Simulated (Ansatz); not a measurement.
Start from Ru in the hcp (Mg type) structure (space group P6_3/mmc, No. 194; a = 2.6914 Å, c = 4.2489 Å; relaxed with 0.1 eV smearing).

Structures relaxed with PBEsol (Ansatz, a first-principles code), no SOC.

Base:

Simulated powder pattern, Cu Kα1, λ = 1.54056 Å (kinematic, ideal powder, no thermal factors, no anomalous dispersion; the 8 strongest lines at most, above 2 %, up to 2θ = 90°):

| 2θ (°) | I/Imax (%) | hkl |
|---|---|---|
| 38.60 | 25 | (100) |
| 42.52 | 25 | (002) |
| 44.29 | 100 | (101) |
| 58.76 | 14 | (102) |
| 69.84 | 16 | (110) |
| 79.05 | 17 | (103) |
| 85.31 | 19 | (112) |
| 86.53 | 14 | (201) |

After one change:

Simulated powder pattern, Cu Kα1, λ = 1.54056 Å (kinematic, ideal powder, no thermal factors, no anomalous dispersion; the 8 strongest lines at most, above 2 %, up to 2θ = 90°):

```csv
2θ (°),I/Imax (%)
39.42,25
43.43,25
45.24,100
60.08,14
71.48,16
80.99,17
87.48,20
88.75,14
```

Question: What was done to the base?
(A) isotropic strain +2.50 %
(B) isotropic strain −3.00 %
(C) isotropic strain −1.50 %
(D) isotropic strain −2.00 %

Answer: D, isotropic strain −2.00 %. Its volume per atom is 12.54 Å³ against 13.33 Å³, and its space group is P6_3/mmc (No. 194).

No phonon test of stability was made. The final runs are not spin-polarised.
